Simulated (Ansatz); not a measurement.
## A constructed model of the (111) surface of fcc Pt, a pseudomorphic layer of Au in the host's stacking (bottom of the slab: a bare face, its two planes held)

Level of theory: PBE (plane waves to 420 eV, PAW; Ansatz, an electronic-structure program).

Model: 7-atom slab, 13.8 Å thick at the start, 15x15x1 mesh, Fermi-Dirac 0.1 eV, dipole correction, 2 atoms held, the rest relaxed; start symmetry kept, larger cells not searched; no spin, no spin-orbit, no U. In PBE it is, or lies within 0.01 eV a 1x1 cell of, the lowest of the 2 structures of its composition computed so far; larger cells were not tried.

The work function of the top face is 5.35 eV and the energy released by relaxation is 0.033 eV. The cost is about 3 core-minutes (a rough figure).
